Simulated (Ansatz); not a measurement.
# A computed series for Zr: element substitutions

Take Zr in the hcp (Mg type) structure (space group P6_3/mmc, No. 194) as the base.

```
CELL_PARAMETERS angstrom
      3.18473     0.00000     0.00000
     -1.59237     2.75806     0.00000
      0.00000     0.00000     5.11724
ATOMIC_POSITIONS crystal
  Zr 0.33333 0.66667 0.75000
  Zr 0.66667 0.33333 0.25000
```

Each row replaces one element on all its sites; cell and atoms are relaxed.

Levels (all Ansatz, an electronic-structure program, PAW, earlier PAW set): PBEsol (420 eV, spin-orbit coupling left out); r2SCAN (500 eV, without spin-orbit coupling); PBEsol+SOC (420 eV, noncollinear with spin-orbit coupling).

Pressures by level, all at the geometries relaxed with PBEsol:

```
case      PBEsol   r2SCAN  PBEsol+SOC
-------  -------  -------  ----------
base     0.0 GPa  4.5 GPa     0.0 GPa
Zr → Zn  0.0 GPa      ___     0.0 GPa
Zr → Ti  0.0 GPa      ___     0.0 GPa
Zr → Sc  0.0 GPa      ___     0.0 GPa
```

Problem. Complete the table.

Solution. 
- Zr → Zn, r2SCAN: 1.2 GPa
- Zr → Ti, r2SCAN: 4.3 GPa
- Zr → Sc, r2SCAN: 3.2 GPa

Single points use the geometry relaxed with PBEsol. Their cutoffs differ, which shifts pressures a little. Differences between runs with and without spin-orbit coupling are approximate. Whether these cells are dynamically stable was not tested. The runs without spin-orbit coupling are not spin-polarised.
